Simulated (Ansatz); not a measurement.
Consider the following.

```yaml
crystal:
  lattice:
    - [3.38515, 0.00000, 0.00000]
    - [1.69257, 2.93162, 0.00000]
    - [1.69257, -0.97721, 2.82841]
  atoms:
    - { symbol: Be, position: [0.99839, 0.00081, 0.00242] }
    - { symbol: S, position: [0.50161, 0.24919, 0.74758] }
```

No spin polarisation.

The values are results of Kohn–Sham DFT with the r2SCAN functional, run in Ansatz (a program for electronic structure) with PAW and 500 eV plane waves, no SOC, not measurements. Γ-centred 12×12×12 mesh, Fermi–Dirac width 0.05 eV.

### Question
Predict the band gap.

### Answer
3.45 eV.

### Question
Predict the valence-band top at Γ (three highest levels, from the VBM).

### Answer
0.00, 0.00, -0.20 eV.

### Question
Estimate the gap character.

### Answer
Indirect, Γ → F.

The cells carry an imposed strain or load. No phonon test of stability was made. The cell was made from BeS in the zinc blende structure (space group F-43m, No. 216) by this change: biaxial strain −1.67 %, plane normal [111], relaxed out of plane.
